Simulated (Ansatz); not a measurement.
Consider Ga₂O₃ in the corundum structure (space group R-3c, No. 167; a = 5.0003 Å, c = 13.4488 Å (hexagonal axes)). Axes: x lies along a and z along c of the hexagonal cell.

Computed with Ansatz (an electronic-structure program), PBEsol, PAW, cutoff 420 eV, no spin-orbit coupling.

For the base:

```
Item                              Value
-----------------------------  --------
Band gap                        2.70 eV
Pressure                       0.0 kbar
Shortest interatomic distance   1.931 Å
```

Perturbation: uniaxial strain ε_zz = −3.00 %, all other strain components held at zero, atoms relaxed at fixed cell.

Task: What does the calculation give for the energy relative to the base after the change?

Result: The energy grows by 9.7 meV/atom.

Task: Estimate the effect on the band gap.

Result: The band gap rises by 0.24 eV to 2.94 eV.

Task: How does this affect the pressure?

Result: The pressure (mean of the normal stresses, compression positive) goes from zero to 65.3 kbar.

Task: What happens to the shortest interatomic distance?

Result: The shortest interatomic distance drops by 0.0164 Å, from 1.931 Å to 1.914 Å.

Stability against distortions was not tested.
